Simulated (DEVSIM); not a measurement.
System: Schottky contact on n-type Si, at 250 K.

Layer 1 from the left is Si, thickness (μm) 19.0, Nd (cm⁻³) 1.8e15, τn (s) 0.00098, τp (s) 0.00098.

Left contact: Schottky, work function 4.48 eV, emission velocity 2.5e6 cm/s. Right contact: ohmic. Voltage is applied to the left contact. Recombination: SRH at mid-gap. Mobility is constant in doping.

This is a model device: material constants are rounded textbook-type values typed into the input, and sizes, dopings and lifetimes were drawn at random. Values at 300 K; Nc and Nv go as T^1.5, mobilities as T to minus their exponent, the gap by Varshni's rule with the affinity fixed.

Si: gap (eV) 1.124, affinity (eV) 4.05, permittivity 11.7, Nc (cm⁻³) 2.86e19, Nv (cm⁻³) 3.1e19, μn (cm²/Vs) 1417, μp (cm²/Vs) 470, T exponent of μn 2.3, T exponent of μp 2.2, Varshni α (eV/K) 0.000473, Varshni β (K) 636.

Problem. Estimate by hand the built-in potential, the peak field at zero bias, the capacitance at -3 V, and compare with a numerical solution.

Solution. 
- Built-in potential: barrier φB = 0.430 eV; Vbi = φB − kT/q ln(N_band/N) = 0.227 V; numerical 0.227 V.
- Peak field at zero bias: depletion approximation: W = √(2εVbi/(qN)) = 0.404 μm with N = 1.80e15 cm⁻³; field = 2Vbi/W = 11300 V/cm; numerical 10700 V/cm (estimate above by 5.2 %).
- Capacitance at -3 V: C = √(qεN / 2(Vbi + |V|)) = 6.80 nF/cm²; numerical 6.83 nF/cm².

Simulated with DEVSIM: 1D drift-diffusion, Boltzmann statistics, complete ionisation; no tunnelling, impact ionisation, image-force lowering or self-heating. Metal contacts follow the ideal Schottky-Mott rule: no Fermi-level pinning, no interface dipoles.
